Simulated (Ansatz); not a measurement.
Worked example: relaxation of the atoms of LaBi3 (P4mm, 4 atoms in the cell) in Ansatz (an electronic-structure program).

Method: LDA (PW92), default PAW files made with PBE (plane waves; Ansatz).

The change in words: one atom moved by 0.15 angstrom; relax: default → atoms; relax.f_tol: default → 0.001 eV/Å. Reference geometry:
```
CELL_PARAMETERS angstrom
      4.99672     0.00000     0.00000
      0.00000     4.99672     0.00000
      0.00000     0.00000     4.99672
ATOMIC_POSITIONS crystal
  La 0.00000 0.00000 0.00000
  Bi 0.50000 0.00000 0.50000
  Bi 0.00000 0.50000 0.50000
  Bi 0.50000 0.50000 0.00000
```

Reference input (self-consistent single point, DFT, LDA (PW92), plane waves, default PAW files made with PBE): basis.ecutwfc = 420 eV; kpoints.mp_grid.grid = 7 7 7; hamiltonian.xc = lda; hamiltonian.pseudopotentials = {kind: paw} (the program's default PAW files); scf.occupations.method = gaussian; scf.occupations.width = 0.1 eV. This run's input differs from it in these lines:

```diff
@@ -6,3 +6,3 @@
   atoms:
-    - { symbol: La, position: [0.000000, 0.000000, 0.000000] }
+    - { symbol: La, position: [0.000000, 0.000000, 0.030020] }
     - { symbol: Bi, position: [0.500000, 0.000000, 0.500000] }
@@ -19,2 +19,4 @@
   occupations: { method: gaussian, width: 0.1 eV }
+relax:
+  f_tol: 0.001
 output:
```

Output (repeated stretches shortened):

```
   [... SCF lines of the steps left out ...]
relax step   1: F+E_penalty+E_count = -42336.12577124 eV  Δ(F+E_penalty+E_count) = +0.000e0 eV  max|allowed force component| = 4.740e-1 eV/Å  Δτ_max = 0.0000 Å  (6 SCF iters, dr2 threshold 1.00e-7 eV, accepted)
relax step   2: F+E_penalty+E_count = -42336.16086637 eV  Δ(F+E_penalty+E_count) = -3.510e-2 eV  max|allowed force component| = 1.761e-2 eV/Å  Δτ_max = 0.1175 Å  (5 SCF iters, dr2 threshold 1.40e-5 eV, accepted)
relax step   3: F+E_penalty+E_count = -42336.16086783 eV  Δ(F+E_penalty+E_count) = -1.460e-6 eV  max|allowed force component| = 1.922e-2 eV/Å  Δτ_max = 0.0000 Å  (5 SCF iters, accepted)
relax step   4: F+E_penalty+E_count = -42336.16093227 eV  Δ(F+E_penalty+E_count) = -6.444e-5 eV  max|allowed force component| = 3.274e-4 eV/Å  Δτ_max = 0.0049 Å  (5 SCF iters, dr2 threshold 2.31e-8 eV, accepted)
relax step   5: F+E_penalty+E_count = -42336.16093227 eV  Δ(F+E_penalty+E_count) = -5.093e-10 eV  max|allowed force component| = 3.287e-4 eV/Å  Δτ_max = 0.0000 Å  (2 SCF iters, accepted)
the relaxation is at rest under the 8 symmetry operations that the run kept from its start: a minimum is not shown …
Stability not checked: this state was not tested for a lower state beside it, because too few of the mixer's solves of this state at the end of the SCF gave a …
Free energy (F): -42336.160932 eV
Internal energy: -42336.152085 eV  (E = F + TS)
E sigma→0 (E₀):  -42336.156509 eV
Entropy (-TS):   -0.008847 eV (-2.212 meV/atom)
Fermi energy:    11.878090 eV
--- Forces (eV/Å), atoms counted from 1 ---
  atom   1  La    -0.00000000     0.00000000     0.00032827
   [... lines left out ...]
  F+E_penalty+E_count = -42336.16093227 eV   max|allowed force component| = 3.287e-4 eV/Å
  atoms:
    - { symbol: La, position: [3.372586446800317e-35, 0.0, 0.007486119162033356] }
    - { symbol: Bi, position: [0.5, 0.0, 0.5075052786505292] }
    - { symbol: Bi, position: [-2.4089903191430835e-35, 0.5, 0.5075052786505292] }
    - { symbol: Bi, position: [0.5, 0.5, 0.007523323536908039] }
```

The run converged. 

Summary of the result:
```
Item                                                     Result
-----------------------------------------------  --------------
Free energy E − TS (on the zero of these files)  -42336.1609 eV
Fermi level (on the code's own zero)                   11.88 eV
Pressure                                              -3.47 GPa
Relaxation steps                                              5
```

The starting cell comes from a database of computed structures (which also holds hypothetical and non-ambient phases and stackings), without a prior relaxation at this level. Its lattice was rescaled by up to half a per cent. For this run, on top of that: one atom moved by 0.15 angstrom. The relaxation keeps the symmetry of its start, so its end need not be a minimum. Ansatz's pressure includes its estimate of the finite-basis (Pulay) stress.

Cost on one core of a shared machine: roughly 50 s.

Keys are those of Ansatz 0.2.
